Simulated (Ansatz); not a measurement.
Effect of biaxial strain −4.07 %, plane normal [001], relaxed out of plane on Ti3Al

Take Ti$_{3}$Al (space group P6_3/mmc, No. 194; a = 5.747 Å, c = 4.632 Å) as the base. Axes: x lies along a and z along c of the hexagonal cell.

Now apply this change: compressive biaxial strain of 4.07 % in the plane normal to [001], as in epitaxy on a mismatched substrate; the out-of-plane cell vector and the atoms relax.

Level of theory: r2SCAN (Ansatz, a quantum-chemistry and plane-wave program; PAW; 500 eV plane waves; no SOC). Γ-centred 10×10×10 mesh, Fermi–Dirac width 0.05 eV.

Volume per atom: 15.55 Å³ (base 16.56 Å³)
Space group: P6_3/mmc (No. 194) (base P6_3/mmc (No. 194))
Shortest interatomic distance: 2.697 Å (base 2.813 Å)
Energy relative to the base (free energy F): +49 meV/atom
Pressure (mean of the normal stresses, compression positive): 8.5 GPa (base 0.0 GPa)
Band gap: zero (base zero)
Out-of-plane strain: +2.05 % (rough)

Final structure (turned so that z lies along the plane normal):

```xyz
8
Lattice="5.5132 0.0000 0.0000 2.7566 4.7746 0.0000 0.0000 0.0000 4.7263" Properties=species:S:1:pos:R:3 pbc="T T T"
Ti     6.8619     3.9617     1.1816
Ti     2.7566     3.1489     3.5447
Ti     4.1645     3.9617     1.1816
Ti     1.4079     0.8128     3.5447
Ti     5.5132     1.6257     1.1816
Ti     4.1053     0.8128     3.5447
Al     2.7566     1.5915     1.1816
Al     5.5132     3.1831     3.5447
```

Cost of the whole job for the changed cell (relaxation, final SCF and bands): roughly 2.8 core-minutes.

Without a gap, meshes like the base's 10×10×10 leave anisotropic stresses uncertain by several tenths of a GPa, and small strain energies with them. No phonon test of stability was made. The final runs are not spin-polarised.
